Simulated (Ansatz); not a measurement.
**ZrTa (model structure, P4/mmm, No. 123, 2 atoms in the cell): properties by level of theory**

```json
[
 {"level (code)": "LDA (Ansatz)", "lattice constant a (Å)": "2.811", "c axis length (Å)": "4.847", "bulk modulus B0 (GPa)": "149", "cohesive energy (eV/atom)": "8.29"},
 {"level (code)": "PBE (Ansatz)", "lattice constant a (Å)": "2.911", "c axis length (Å)": "4.846", "bulk modulus B0 (GPa)": "128", "cohesive energy (eV/atom)": "6.96"},
 {"level (code)": "PBEsol (Ansatz)", "lattice constant a (Å)": "2.854", "c axis length (Å)": "4.844", "bulk modulus B0 (GPa)": "139", "cohesive energy (eV/atom)": "7.66"},
 {"level (code)": "r²SCAN (Ansatz)", "lattice constant a (Å)": "2.919", "c axis length (Å)": "4.805", "bulk modulus B0 (GPa)": "132", "cohesive energy (eV/atom)": "6.59"}
]
```

Caveats: the bulk modulus is −V dP/dV from two relaxed cells at ±2 % in volume (LDA, PBE, PBEsol, r²SCAN). Ansatz's density-functional and Hartree–Fock values are scalar-relativistic unless marked +SOC, with PAW data made under PBE.

Free atoms are spin-polarised, in the lowest state found; at levels without +SOC their spin–orbit coupling is left out.

The computed numbers hold no vibrational or temperature effects.

A model structure was made by putting elements into a prototype or built by hand; it is no filed structure, need not be a known phase, and can be a saddle point held by its symmetry.

Ansatz is a first-principles code.
